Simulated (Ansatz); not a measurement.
Base system: CuAu (space group P4/mmm, No. 123; relaxed with 0.1 eV smearing).

```xyz
2
Lattice="2.8129 0.0000 0.0000 0.0000 2.8129 0.0000 0.0000 0.0000 3.5930" Properties=species:S:1:pos:R:3 pbc="T T T"
Cu     0.0000     0.0000     0.0000
Au     1.4064     1.4064     1.7965
```

Cartesian axes are those of the cell as printed.

The values are results of PBEsol/PAW in Ansatz (a program for electronic structure), no spin-orbit coupling, not measurements.

For the base:

* **Pressure**: 0.0 GPa

Now apply this change: the cell is stretched by 3.00 % along z with no lateral relaxation; the atoms relax in the strained cell.

Task: What happens to the energy relative to the base?

Result: The energy increases by 7.0 meV/atom.

Task: What happens to the pressure?

Result: The pressure (mean of the normal stresses, compression positive) goes from zero to -4.6 GPa.

Stability against distortions was not tested. All final runs are without spin polarisation.
